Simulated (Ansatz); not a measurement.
**monolayer ZrS2: band-edge transport data**

Input:

```xyz
3
Lattice="3.5749 0.0000 0.0000 -1.7875 3.0960 0.0000 0.0000 0.0000 18.9473" Properties=species:S:1:pos:R:3 pbc="T T T"
Zr     0.0000     0.0000     9.4737
S      0.0000     2.0640    10.9726
S      1.7875     1.0320     7.9747
```

Calculation: PBE, rigid bands (plane waves, PAW, scalar-relativistic; Ansatz, a program for electronic structure). Condition of this run: biaxial strain -3 %. Cell: cell and atoms relaxed with PBE, then loaded as said.

- band gap = 0.83 eV
- electron conductivity mass (300 K, dilute) = 0.43 mₑ
- hole conductivity mass (300 K, dilute) = 0.31 mₑ
- effective density of states N_c (300 K) = 2.1e13 cm⁻²
- effective density of states N_v (300 K) = 6.8e12 cm⁻²
- Seebeck coefficient, n-type 1.9e12 cm⁻², 300 K = -377 μV/K
- Seebeck coefficient, p-type 1.9e12 cm⁻², 300 K = 277 μV/K

Rigid bands; masses and Seebeck coefficients take one relaxation time τ for all states and one kind of carrier; polarons and phonon drag are left out. Spin-orbit coupling is left out; where it splits the top of the valence band, N_v and the p-type Seebeck coefficient come out somewhat high without it.

Model free-standing layer, not matched to a measured one here: monolayer ZrS2.
